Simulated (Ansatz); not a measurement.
Amorphous In₂₄O₃₉Ga₂, 65 atoms at 6.40 g/cm³, one PBE-relaxed geometry, zone centre. Methods: PBE, scalar-relativistic without spin-orbit coupling (Ansatz, a program for electronic structure); r2SCAN, scalar-relativistic without spin-orbit coupling (Ansatz); HSE06, scalar-relativistic without spin-orbit coupling (Ansatz). Plane waves to 420 eV (r2SCAN 500 eV); exact exchange is cut at the cell's faces. At PBE the levels at the filled edge of the gap are localised (band-tail or defect states). All rungs ran without spin polarisation.

Preparation: random packing, a CHGNet melt and quench, and a DFT relaxation. O atoms were pushed apart under 1.9 Å during the dynamics, to hinder bonds among them. The hot cell started wider than the set density and was brought back towards it in steps. It is the lowest in DFT energy of 2 quenches. It is a model cell: composition and starting density were chosen by hand, and all elements were melted together. No dispersion term was used. Its density started from a set value of 6.42 and ended at 6.40 g/cm³. The quench (nominally 220 K/ps over its main leg) was far faster than any real one, so the model tends to hold more defects than a real film. Values belong to this one cell and scatter from quench to quench. The volume was free in the relaxation, at fixed shape. Stress components on the final sampling reach 1.6 GPa. Cycles of charging lowered its energy after that relaxation.

The relaxation ran on the zone centre alone. At PBE the level gap is 0.67 eV on a 2×2×2 Γ-centred mesh, and the spacing at the zone centre alone 0.70 eV.

Q: What zone-centre spacing does r2SCAN give, roughly?

A: 1.16 eV (+0.46 eV against PBE).

Q: What zone-centre spacing does HSE06 give, roughly?

A: 2.14 eV (+1.44 eV against PBE).

The highest filled and the lowest empty state spread over these numbers of atoms (participation numbers): PBE: 7.6 and 61.8; r2SCAN: 7.5 and 61.1; HSE06: 9.0 and 61.1.
